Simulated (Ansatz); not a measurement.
The parent structure is CdSe in the wurtzite structure (space group P6_3mc, No. 186).

```yaml
crystal:
  lattice:
    - [4.30194, 0.00000, 0.00000]
    - [-2.15097, 3.72559, 0.00000]
    - [0.00000, 0.00000, 7.02103]
  atoms:
    - { symbol: Cd, position: [0.33333, 0.66667, 0.00013] }
    - { symbol: Cd, position: [0.66667, 0.33333, 0.50013] }
    - { symbol: Se, position: [0.33333, 0.66667, 0.37587] }
    - { symbol: Se, position: [0.66667, 0.33333, 0.87587] }
```

Cartesian axes are those of the cell as printed.

Method: plane-wave PAW DFT at the PBEsol level (Ansatz, an electronic-structure program, 420 eV), no SOC.

Strains are applied to the cell and any free atomic positions relax.

One change was made to it. Results:

| quantity | base | after |
|---|---|---|
| gap character | direct at Γ | direct at Γ |
| energy relative to the base (free energy F) | 0 meV/atom | +0.3 meV/atom |
| valence-band top at Γ (three highest levels, from the VBM) | 0.00, 0.00, -0.05 eV | 0.00, 0.00, -0.03 eV |
| pressure (mean of the normal stresses, compression positive) | 0.00 GPa | 0.32 GPa |

Problem. What was done to the base?
(A) uniaxial strain ε_zz = −0.60 %
(B) uniaxial strain ε_zz = −2.40 %
(C) uniaxial strain ε_zz = −1.20 %
(D) uniaxial strain ε_zz = −3.00 %

Solution. A, uniaxial strain ε_zz = −0.60 %. For comparison, the valence-band top at Γ in the other runs: uniaxial strain ε_zz = −1.20 % gives 0.00, 0.00, -0.01 eV; uniaxial strain ε_zz = −2.40 % gives 0.00, -0.04, -0.04 eV; uniaxial strain ε_zz = −3.00 % gives 0.00, -0.05, -0.05 eV.

Gaps are Kohn–Sham eigenvalue differences; semilocal functionals usually give less than the measured gap. No phonon test of stability was made.
